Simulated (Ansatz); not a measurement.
ZnWO₄ (P2/c, No. 13) was calculated with r²SCAN in Ansatz (PAW).

Settings: plane-wave cutoff 600 eV, 8×8×8 k mesh, finite displacements, no spin polarisation, scalar-relativistic PAW data made under PBE.

Computed at the level's own relaxed cell.

Q: Give the computed electronic dielectric constant ε∞ (mean over three axes) and dielectric constant ε0 (ions relaxed) (mean over three axes).

A: 
- electronic dielectric constant ε∞ (mean over three axes): 4.90
- dielectric constant ε0 (ions relaxed) (mean over three axes): 17.8

Spin–orbit coupling is not included.

Ansatz is a quantum-chemistry and plane-wave program.
